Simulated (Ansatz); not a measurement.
End structure of Br on the 1x1 (110) surface of bcc Mo, one in a 1x1 cell, started at the site 'top Mo':

```xyz
5
Lattice="2.7373 0.0000 0.0000 -0.9124 2.5808 0.0000 0.0000 0.0000 26.0000" Properties=species:S:1:pos:R:3 pbc="T T T"
Mo     0.9124     1.2904     9.7315
Mo     0.0000     0.0000    11.8730
Mo     0.9124     1.2904    14.1136
Mo     0.0000     0.0000    16.2943
Br     0.0000     0.0000    18.8959
```

Slab: 5 atoms, 6.5 Å thick at the start under the adsorbate (thin: gaps and levels are the slab's own); k 12x12x1, smearing 0.1 eV, dipole-corrected; 2 atoms held, the rest relaxed; symmetry of the start imposed; no spin, no spin-orbit, no U, no dispersion correction. At the end it is bonded to Mo. In PBE it is, or lies within 0.03 eV of, the lowest of the starts that converged.

A negative adsorption energy means that the adsorbate is more stable on the surface than in its reference.

Give the work function of the top face at the level PBE run with Ansatz (a program for electronic structure).

4.10 eV

What is the computed adsorption energy against ½ Br2(g) (PBE)?

-0.34 eV

What change of the step from the bottom to the top vacuum level, against the clean slab does PBE give?

-0.41 eV

Predict the change of the work function from PBE.

-0.49 eV
